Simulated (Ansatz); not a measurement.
Start from KTaO3 in the cubic perovskite structure (space group Pm-3m, No. 221; a = 4.024 Å).

Now apply this change: a negative pressure, −2 GPa.

Levels (all Ansatz, a first-principles code, PAW): PBE (420 eV, without spin-orbit coupling); r2SCAN (500 eV, spin-orbit coupling left out); HSE06 (420 eV, spin-orbit coupling left out); PBE+SOC (420 eV, with spin-orbit coupling).

One geometry, relaxed with PBE, under each level:

Notes on the quantities. electron mass: degenerate bands, along [100]; hole mass: degenerate bands, along [100].

```tsv
level	band gap	lowest conduction level above the VBM at special points	electron mass	hole mass	pressure
PBE	2.14 eV	Γ 2.14 eV; X 2.28 eV; M 4.84 eV; R 6.17 eV	–	–	-2.00 GPa
r2SCAN	2.53 eV	Γ 2.53 eV; X 2.66 eV; M 5.22 eV; R 6.58 eV	–	–	-7.04 GPa
HSE06	3.47 eV	Γ 3.47 eV; X 3.62 eV; M 6.39 eV	–	–	–
PBE+SOC	1.99 eV	Γ 1.99 eV; X 2.26 eV; M 4.68 eV; R 6.02 eV	0.27, 0.76 mₑ (at Γ)	1.1, 2.9 mₑ (at R)	-2.18 GPa
```

Single points use the geometry relaxed with PBE. Their cutoffs differ, which shifts pressures a little. HSE06 gaps are upper bounds (no full band path). The spin-orbit shifts are approximate. Spin-orbit coupling, missing from the scalar runs, can matter with Ta. Load acts through the strain it causes; cell and atoms are relaxed under it. Effective masses come from finite differences of ±0.01 Å⁻¹. Whether these cells are dynamically stable was not tested.
